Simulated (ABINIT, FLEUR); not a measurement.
An ABINIT input for a self-consistent single point of HfB2 (P6/mmm, 3 atoms in the cell) (DFT, PBE, plane waves, PAW (JTH v2.0 PBE PAW)):

```
# HfB2, JTH v2.0 PBE PAW
pp_dirpath "./"
pseudos "Hf.GGA_PBE-JTH.xml, B.GGA_PBE-JTH.xml"
acell 3*1.0
rprim
         2.9543435650   -5.1170731576    0.0000000000
         2.9543435650    5.1170731576    0.0000000000
         0.0000000000    0.0000000000    6.5484811677
natom 3
ntypat 2
znucl 72 5
typat 1 2 2
xcart
         0.0000000000    0.0000000000    0.0000000000
         1.5633712878    0.9026128338    1.7326535000
         1.5633712878   -0.9026128338    1.7326535000
      Angstrom
ecut 40 Ry
pawecutdg 80 Ry
pawovlp -1
pawxcdev 0
ixc 11
occopt 7
tsmear 0.1 eV
nband 14
kptopt 1
ngkpt 10 10 8
nshiftk 1
shiftk 0 0 0
nstep 50
toldfe 1.0e-09
prtwf 0
prtden 0
enunit 1
```

### Question
Give the FLEUR input for the same structure, mesh, smearing and functional.

### Answer
This is the input that was run; spellings and numerical settings could be chosen otherwise.

Input of the input generator:

```
HfB2
&input film=f /
0.5000000000 -0.8660254038 0.0000000000
0.5000000000 0.8660254038 0.0000000000
0.0000000000 0.0000000000 1.1082802361
5.9086871300
1.0 1.0 1.0

3
72 -0.0000000000 -0.0000000000 -0.0000000000
5 0.3333333333 0.6666666667 0.5000000000
5 0.6666666667 0.3333333333 0.5000000000

&comp jspins=1 /
&kpt div1=10 div2=10 div3=8 gamma=t /
&end /
```

```xml
<?xml version="1.0" encoding="UTF-8" standalone="no"?>
<fleurInput fleurInputVersion="0.39">
   <comment>
      HfB2                                                                                                
   </comment>
   <calculationSetup>
      <cutoffs Kmax="3.8" Gmax="13.3" GmaxXC="13.3" numbands="0"/>
      <scfLoop itmax="80" minDistance="0.00001" maxIterBroyd="25" imix="Anderson" alpha="0.05" precondParam="0.0" spinf="2.0"/>
      <coreElectrons ctail="T" frcor="F" kcrel="0" coretail_lmax="0"/>
      <xcFunctional name="pbe" relativisticCorrections="F"/>
      <magnetism jspins="1"/>
      <soc l_soc="F" theta="0.0" phi="0.0" spav="F"/>
      <expertModes spex="0" secvar="F"/>
      <geometryOptimization l_f="T" forcealpha="1.0" forcemix="BFGS" epsdisp="0.00001" epsforce="0.00001"/>
      <ldaU l_linMix="F" mixParam="0.05" spinf="1.0"/>
   </calculationSetup>
   <cell>
      <bzIntegration valenceElectrons="32.0" mode="gauss" fermiSmearingEnergy="0.00367493">
         <kPointListSelection listName="default-1"/>
         <!-- k-points included here -->
         <xi:include xmlns:xi="http://www.w3.org/2001/XInclude" href="kpts.xml"> </xi:include>
      </bzIntegration>
      <!-- symmetry operations included here -->
      <xi:include xmlns:xi="http://www.w3.org/2001/XInclude" href="sym.xml"> </xi:include>
      <bulkLattice scale="1.0">
         <bravaisMatrix>
            <row-1>    2.9543435649999998    -5.1170731576861126     0.0000000000000000</row-1>
            <row-2>    2.9543435649999998     5.1170731576861126     0.0000000000000000</row-2>
            <row-3>    0.0000000000000000     0.0000000000000000     6.5484811674774308</row-3>
         </bravaisMatrix>
      </bulkLattice>
   </cell>
   <atomSpecies>
      <species name="Hafnium (Hf)" element="Hf" atomicNumber="72">
         <mtSphere radius="2.68" gridPoints="925" logIncrement="0.014"/>
         <atomicCutoffs lmax="10" lnonsphr="8"/>
         <electronConfig flipSpins="F">
            <coreConfig>(1s1/2) (2s1/2) (2p1/2) (2p3/2) (3s1/2) (3p1/2) (3p3/2) (4s1/2) (3d3/2) (3d5/2) (4p1/2) (4p3/2) (4d3/2) (4d5/2)</coreConfig>
            <valenceConfig>(5s1/2) (5p1/2) (5p3/2) (6s1/2) (4f5/2) (4f7/2) (5d3/2) (5d5/2)</valenceConfig>
            <stateOccupation state="(5d3/2)" spinUp="0.4" spinDown="0.4"/>
            <stateOccupation state="(5d5/2)" spinUp="0.6" spinDown="0.6"/>
         </electronConfig>
         <energyParameters s="6" p="6" d="5" f="5"/>
         <lo type="SCLO" l="0" n="5" eDeriv="0"/>
         <lo type="SCLO" l="1" n="5" eDeriv="0"/>
         <lo type="SCLO" l="3" n="4" eDeriv="0"/>
      </species>
      <species name="Boron (B)" element="B" atomicNumber="5">
         <mtSphere radius="1.63" gridPoints="563" logIncrement="0.018"/>
         <atomicCutoffs lmax="6" lnonsphr="4"/>
         <electronConfig flipSpins="F">
            <coreConfig>(1s1/2)</coreConfig>
            <valenceConfig>(2s1/2) (2p1/2) (2p3/2)</valenceConfig>
            <stateOccupation state="(2p1/2)" spinUp="0.1666666666667" spinDown="0.1666666666667"/>
            <stateOccupation state="(2p3/2)" spinUp="0.3333333333333" spinDown="0.3333333333333"/>
         </electronConfig>
         <energyParameters s="2" p="2" d="3" f="4"/>
      </species>
   </atomSpecies>
   <atomGroups>
      <atomGroup species="Hafnium (Hf)">
         <relPos label="                   1">.0000000000 .0000000000 .0000000000</relPos>
         <force calculate="T" relaxXYZ="TTT"/>
      </atomGroup>
      <atomGroup species="Boron (B)">
         <relPos label="                   2">1.000/3.000 -1.000/3.000 1.000/2.000</relPos>
         <relPos label="                   3">-1.000/3.000 1.000/3.000 1.000/2.000</relPos>
         <force calculate="T" relaxXYZ="TTT"/>
      </atomGroup>
   </atomGroups>
   <output dos="F" band="F" slice="F">
      <checks vchk="F" cdinf="F"/>
      <bandDOS minEnergy="-.5*Htr" maxEnergy="0.5*Htr" sigma="0.015" storeEVData="T"/>
      <vacuumDOS vacdos="F" integ="F" star="F" nstars="0" locx1="0.0" locy1="0.0" locx2="0.0" locy2="0.0" nstm="0" tworkf="0.0"/>
      <unfoldingBand unfoldBand="F" supercellX="1" supercellY="1" supercellZ="1"/>
      <plotting iplot="0" polar="F">
         <plot TwoD="T" vec1="  1.0  0.0  0.0" vec2="  0.0  1.0  0.0" vec3="  0.0  0.0  1.0" zero="  0.0  0.0  0.0" file="plot"/>
      </plotting>
      <chargeDensitySlicing numkpt="0" minEigenval="0.0" maxEigenval="0.0" nnne="0" pallst="F"/>
      <specialOutput eonly="F"/>
      <magneticCircularDichroism mcd="F" energyLo="-10.0" energyUp="0.0"/>
   </output>
  <!-- We include the file relax.xml here to enable relaxations (see documentation) -->
  <xi:include xmlns:xi="http://www.w3.org/2001/XInclude" href="relax.xml"> <xi:fallback/> </xi:include>
</fleurInput>
```

Basis, cutoffs, solver keys and any potentials are the target program's own. This input uses DFT, PBE, all-electron FLAPW (FLEUR), scalar-relativistic valence.

The starting cell has typed, rounded lattice constants, without a prior relaxation at this level. Its lattice was rescaled by a random factor within 2.5 % of one. For this run, on top of that: lattice scaled by 0.98.
